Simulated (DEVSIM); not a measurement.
System: abrupt Si n-p junction, at 300 K.

```
layer (left to right)  material  thickness (μm)  Nd (cm⁻³)  Na (cm⁻³)  τn (s)  τp (s)
---------------------  --------  --------------  ---------  ---------  ------  ------
1                            Si           0.540     1.9e17          -  1.6e-6  1.6e-6
2                            Si             150          -     1.5e15  1.6e-6  1.6e-6
```

Left contact: ohmic. Right contact: ohmic. Voltage is applied to the left contact. Recombination: SRH at mid-gap, radiative, Auger. Mobility is μmin + (μ − μmin)/(1 + (N/Nref)^α).

Constants are typed, rounded textbook-type inputs, not results; the design itself was drawn at random and stands for no fabricated device. Values at 300 K; Nc and Nv go as T^1.5, mobilities as T to minus their exponent, the gap by Varshni's rule with the affinity fixed.

```tsv
parameter	Si
gap (eV)	1.124
affinity (eV)	4.05
permittivity	11.7
Nc (cm⁻³)	2.86e19
Nv (cm⁻³)	3.1e19
μn (cm²/Vs)	1417
μp (cm²/Vs)	470
μn,min	52
μp,min	45
Nref,n	9.7e16
Nref,p	2.2e17
αn	0.68
αp	0.72
T exponent of μn	2.3
T exponent of μp	2.2
B (cm³/s)	4.7e-15
Cn (cm⁶/s)	2.8e-31
Cp (cm⁶/s)	9.9e-32
Varshni α (eV/K)	0.000473
Varshni β (K)	636
```

Simulated with DEVSIM: 1D drift-diffusion, Boltzmann statistics, complete ionisation; no tunnelling, impact ionisation, image-force lowering or self-heating.

The temperature was swept, all else fixed.

```
temperature (K)  largest field in the device at zero bias (V/cm)  potential step across the device at zero bias (V)  dark forward voltage at 1 A/cm² (V)
---------------  -----------------------------------------------  -------------------------------------------------  -----------------------------------
250                                                        27000                                              0.826                                  ___
300                                                        28000                                              0.738                                0.659
350                                                        29000                                              0.646                                0.572
400                                                        30000                                              0.551                                0.487
450                                                        31000                                              0.454                                0.403
500                                                        32000                                              0.357                                0.313
```

Q: What belongs in the gaps?

A: 
- 250, dark forward voltage at 1 A/cm² (V): 0.747
